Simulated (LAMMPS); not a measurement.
Melts of Al (fcc) with 50 % of Al sites Co cooled to 300 K at several rates.

All values are model results, not measurements: classical MD, pair style eam/alloy, file CoAl.eam.alloy, run in LAMMPS.

```tsv
cooling rate (K/s)	state	density	coordination number of Al by Co	rough cost
1e+12	glass	5.60 g/cm³ (one sample)	6.95 (counted to 3.34 Å)	30 core-minutes
1e+13	glass	5.57 g/cm³ (one sample)	6.78 (counted to 3.30 Å)	9 core-minutes
1e+14	glass	5.56 g/cm³ (one sample)	6.78 (counted to 3.30 Å)	2.3 core-minutes
```

Costs are rough and include melting and analysis.
